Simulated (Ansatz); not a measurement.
**CH3 on the 1x1 (0001) surface of hcp Zr, one in a 2x2 cell, started at the site 'hollow Zr-Zr-Zr over Zr at depth 2.4 Å'**

Calculation: PBE (plane waves to 420 eV, PAW; Ansatz, a program for electronic structure).

Model: 20-atom slab, 7.6 Å thick at the start under the adsorbate (thin: gaps and levels are the slab's own), 5x5x1 mesh, Fermi-Dirac 0.1 eV, dipole correction, 8 atoms held, the rest relaxed; held to the start's symmetry, so lower structures may exist; no spin, no spin-orbit, no U, no dispersion correction. At the end it is bonded to 3 Zr. In PBE it is, or lies within 0.03 eV of, the lowest of the starts that converged.

The adsorption energy against CH4(g) − ½ H2(g) is -0.21 eV and the work function of the top face is 3.52 eV. The change of the work function comes out as -0.64 eV and the change of the step from the bottom to the top vacuum level, against the clean slab is -0.64 eV. The energy released by relaxation is 0.33 eV and the height of the binding atom over the mean of the host atoms within 0.3 Å of the top one is 1.849 Å. The nearest host atoms of the binding atom is Zr at 2.55 Å, Zr at 2.55 Å, Zr at 2.55 Å. The largest move of a host atom comes out as 0.16 Å. The cost is about 4 core-minutes (a rough figure).

A negative adsorption energy means that the adsorbate is more stable on the surface than in its reference.
